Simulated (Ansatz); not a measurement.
Cu on the 1x1 (10-10) surface of wurtzite ZnO (cut with top plane O + Zn), one in a 2x1 cell, energies for each (34.7 Å²). Energies are against an atom of fcc Cu, without zero-point or thermal terms; each row is named by its start (#2, #3: further inequivalent places of a kind). No converged result for: 4 more starts.

Host crystal: wurtzite ZnO, with a band gap (PBE, scalar-relativistic without spin-orbit coupling).

Level of theory: PBE (plane waves to 420 eV, PAW; Ansatz, a program for electronic structure).

Model: 33-atom slab, 9.4 Å thick at the start under the adsorbate (thin: gaps and levels are the slab's own), 3x4x1 mesh, Fermi-Dirac 0.01 eV, dipole correction, 16 atoms held, the rest relaxed; each run with such symmetry as its start has; spin-polarised, no spin-orbit, no U, no dispersion correction.

A negative adsorption energy means that the adsorbate is more stable on the surface than in its reference. Starts that drift may end in the same place. Heights count from the host atoms within 0.3 Å of the top one. Moments of ungapped slabs depend on the mesh.

```
starting site          E_ads (eV)  height (Å)  nearest host atom (Å)   bonded to  change of the vacuum step (eV)  lateral drift (Å)  moment (μB)
---------------------  ----------  ----------  ---------------------  ----------  ------------------------------  -----------------  -----------
top O                        2.14        1.83                 O 1.88      O + Zn                           -0.62                0.5          0.8
top Zn                       2.14        1.83                 O 1.89      O + Zn                           -0.61                1.3          0.8
top Zn #2                    2.03        1.33                 O 2.02  2 O + 3 Zn                           -1.01                1.0          0.0
over O at depth 0.9 Å        2.03        1.34                 O 2.02  2 O + 3 Zn                           -1.00                2.3          0.1
```
